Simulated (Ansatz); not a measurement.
Take Cd (space group R-3m, No. 166; a = 3.190 Å, c = 7.161 Å (hexagonal axes); a cell from a computed database, its experimental status unchecked; relaxed with 0.1 eV smearing) as the base. Axes: x lies along a and z along c of the hexagonal cell.

The change: tensor shear ε_xy = −1.19 % (engineering shear γ = -0.0238); the atoms relax in the strained cell.

Levels (all Ansatz, a program for electronic structure, PAW): PBEsol (420 eV, no spin-orbit coupling); PBEsol+SOC (420 eV, noncollinear with spin-orbit coupling).

The geometry is relaxed with PBEsol.

| Item | Result |
|---|---|
| PBEsol pressure | 0.0 GPa |

What does PBEsol+SOC give at this geometry for the pressure?

The pressure goes from zero to -0.1 GPa.

Single points use the geometry relaxed with PBEsol. Differences between runs with and without spin-orbit coupling are approximate. No phonon test of stability was made. This is not the structure that Cd has at room temperature and ambient pressure.
